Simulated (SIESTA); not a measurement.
A self-consistent single point of HfH2 (I4/mmm, 3 atoms in the cell) with SIESTA.

Method: GGA PBEsol, numerical atomic orbitals DZP, PseudoDojo PBEsol standard norm-conserving potentials (rewritten from UPF to PSML) in SIESTA.

The change in words: lattice scaled by 0.98. Reference geometry:
```yaml
crystal:
  lattice:
    - [-1.73070, 1.73070, 2.14480]
    - [1.73070, -1.73070, 2.14480]
    - [1.73070, 1.73070, -2.14480]
  atoms:
    - { symbol: Hf, position: [0.00000, 0.00000, 0.00000] }
    - { symbol: H, position: [0.25000, 0.75000, 0.50000] }
    - { symbol: H, position: [0.75000, 0.25000, 0.50000] }
```

Reference input (self-consistent single point, DFT, GGA PBEsol, numerical atomic orbitals DZP, PseudoDojo PBEsol standard norm-conserving potentials (rewritten from UPF to PSML)): XC.functional = GGA; XC.authors = PBEsol; potentials = PseudoDojo PBEsol standard; PAO.BasisSize = DZP; PAO.EnergyShift = 0.005 Ry; MeshCutoff = 400 Ry; kgrid.MonkhorstPack = 9 9 9; OccupationFunction = MP; OccupationMPOrder = 0; ElectronicTemperature = 0.136 eV; MaxSCFIterations = 150; SCF.Mixer.Method = Pulay. This run's input differs from it in these lines:

```diff
@@ -12,5 +12,5 @@
 %block LatticeVectors
-    -1.730705000    1.730705000    2.144800000
-     1.730705000   -1.730705000    2.144800000
-     1.730705000    1.730705000   -2.144800000
+    -1.696091000    1.696091000    2.101904000
+     1.696091000   -1.696091000    2.101904000
+     1.696091000    1.696091000   -2.101904000
 %endblock LatticeVectors
@@ -19,4 +19,4 @@
      0.000000000    0.000000000    0.000000000  1
-     3.270558453    0.000000000    2.026542296  2
-     0.000000000    3.270558453    2.026542296  2
+     3.205147472    0.000000000    1.986011450  2
+     0.000000000    3.205147472    1.986011450  2
 %endblock AtomicCoordinatesAndAtomicSpecies
```

Output (repeated stretches shortened):

```
        iscf     Eharris(eV)        E_KS(eV)     FreeEng(eV)     dDmax    Ef(eV) dHmax(eV)
   scf:    1    -1554.464617    -1566.019945    -1566.026145  1.705254 -4.061834  4.576379
   scf:    2    -1566.757465    -1566.403223    -1566.409541  0.081513 -4.226384  3.065050
   scf:    3    -1566.921387    -1566.726403    -1566.732398  0.156255 -4.592703  0.058141
   scf:    4    -1566.726142    -1566.726326    -1566.732387  0.007116 -4.572580  0.058679
   scf:    5    -1566.726578    -1566.726478    -1566.732544  0.001997 -4.577269  0.006712
   scf:    6    -1566.726476    -1566.726477    -1566.732545  0.000391 -4.578069  0.000508
   scf:    7    -1566.726476    -1566.726477    -1566.732545  0.000082 -4.577971  0.000324
SCF Convergence by DM+H criterion
max |DM_out - DM_in|         :     0.0000820164
max |H_out - H_in|      (eV) :     0.0003238827
SCF cycle converged after 7 iterations

Using DM_out to compute the final energy and forces

siesta: E_KS(eV) =            -1566.7265

siesta: E_KS - E_eggbox =     -1566.7265

siesta: Atomic forces (eV/Ang):
     1   -0.000000   -0.000000    0.000000
     2    0.000177   -0.000177   -0.000000
     3   -0.000177    0.000177   -0.000000
   Tot    0.000000    0.000000   -0.000000
   Max    0.000177
   Res    0.000118    sqrt( Sum f_i^2 / 3N )
   Max    0.000177    constrained

Stress tensor Voigt[x,y,z,yz,xz,xy] (kbar):      -94.21      -94.21      -74.07        0.09        0.09        0.02
(Free)E + p*V (eV/cell)    -1565.4117
Target enthalpy (eV/cell)    -1566.7325

   [... lines left out ...]
siesta: FreeEng =     -1566.732545
   [... lines left out ...]
siesta:    -0.058802    0.000010    0.000058
siesta:     0.000010   -0.058802    0.000058
siesta:     0.000058    0.000058   -0.046233

siesta: Cell volume =         24.186396 Ang**3

siesta: Pressure (static):
siesta:                Solid            Molecule  Units
siesta:           0.00059480          0.00059471  Ry/Bohr**3
siesta:           0.05461209          0.05460381  eV/Ang**3
siesta:          87.49821251         87.48494376  kBar
```

The run converged in 7 iterations. Against the reference run the free energy goes up by 9.6 meV/atom and the pressure goes from -2.05 to 8.75 GPa.

The starting cell comes from a database of computed structures (which also holds hypothetical and non-ambient phases and stackings), without a prior relaxation at this level. For this run, on top of that: lattice scaled by 0.98. Values carry the incompleteness of an atom-centred basis. With a pressure of about 9 GPa the cell is away from its equilibrium volume at this level.
